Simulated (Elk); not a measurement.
Elk run on CaNi₂ (Fd-3m, 6 atoms in the cell): self-consistent single point.

Method of the run: LDA (PW92), all-electron FP-LAPW, Elk's shipped species files, APW+lo basis with extra local orbitals run with Elk.

```
CaNi2
1.0
    0.00000     3.49996     3.49996
    3.49996     0.00000     3.49996
    3.49996     3.49996     0.00000
Ca Ni
2 4
Direct
  0.00000   0.00000   0.00000
  0.25000   0.25000   0.25000
  0.62500   0.62500   0.62500
  0.12500   0.62500   0.62500
  0.62500   0.62500   0.12500
  0.62500   0.12500   0.62500
```

Reference input (self-consistent single point, DFT, PBEsol, all-electron FP-LAPW, Elk's shipped species files, APW+lo basis with extra local orbitals): xctype = 22; rgkmax = 8; stype = 3; swidth = 0.00367493 Ha; ngridk = 6 6 6; tforce = true; gmaxvr = 18 1/bohr; lmaxapw = 10; lmaxo = 8; nxlo = 2; lorbcnd = true; lradstp = 2. This run's input differs from it in these lines:

```diff
@@ -4,3 +4,3 @@
 xctype
-  22
+  3
```

The program printed (abridged):

```
│ Self-consistent loop started │
│ Loop number : 1 │
 total energy                :     -7482.88285133
│ Loop number : 2 │
 total energy                :     -7479.90596608
RMS change in Kohn-Sham potential (target) :   0.2472100943     (  0.1000000000E-05)
Absolute change in total energy (target)   :    2.976885248     (  0.1000000000E-03)
│ Loop number : 3 │
 total energy                :     -7461.99798318
RMS change in Kohn-Sham potential (target) :   0.1451748651     (  0.1000000000E-05)
Absolute change in total energy (target)   :    18.65220421     (  0.1000000000E-03)
│ Loop number : 4 │
   [... lines left out ...]
Absolute change in total energy (target)   :   0.3647207083E-02 (  0.1000000000E-03)
│ Loop number : 14 │
 total energy                :     -7431.20198742
RMS change in Kohn-Sham potential (target) :   0.5947689506E-06 (  0.1000000000E-05)
Absolute change in total energy (target)   :   0.2209764843E-03 (  0.1000000000E-03)
│ Loop number : 15 │
 total energy                :     -7431.20198761
RMS change in Kohn-Sham potential (target) :   0.6068671799E-06 (  0.1000000000E-05)
Absolute change in total energy (target)   :   0.5505402805E-04 (  0.1000000000E-03)
Convergence targets achieved

│ Loop number : 16 │

Energies :
 Fermi                       :     0.297271234779
 total energy                :     -7431.20195700

Density of states at Fermi energy :    130.4232295
 (states/Hartree/unit cell)

Estimated indirect band gap :   0.3263329413E-02
 from k-point     12 to k-point      9
Estimated direct band gap   :   0.3529289270E-02
 at k-point      9

Charges :
 core                        :    68.00000000
 valence                     :    84.00000000
 interstitial                :    8.499910263
 muffin-tins (core leakage)
  species :    1 (Ca)
   atom    1                 :    18.02789499     (  0.1690630729E-06)
   atom    2                 :    18.02789499     (  0.1690630729E-06)
  species :    2 (Ni)
   atom    1                 :    26.86107494     (  0.9165047185E-03)
   [... lines left out ...]
   total force               :     0.00000000    0.00000000    0.00000000
   total magnitude           :     0.00000000
  atom :    4
   Hellmann-Feynman          :     0.00000000    0.00000000   -0.00000000
   IBS                       :    -0.00000000   -0.00000000    0.00000000
   total force               :    -0.00000000    0.00000000    0.00000000
   total magnitude           :     0.00000000
```

The run converged in 16 iterations. The count includes the last loop, which Elk runs after its targets are met. 

The starting cell comes from a database of computed structures (which also holds hypothetical and non-ambient phases and stackings), without a prior relaxation at this level. Its lattice was rescaled by a random factor within 2.5 % of one. Spin polarisation is off. Values depend on the basis (sphere radii, cutoffs, local orbitals), which need not be converged. The log's line on a gap gives a spacing of levels on this mesh, which the program prints for metals too.

Cost on one core of a shared machine: roughly 3 min.
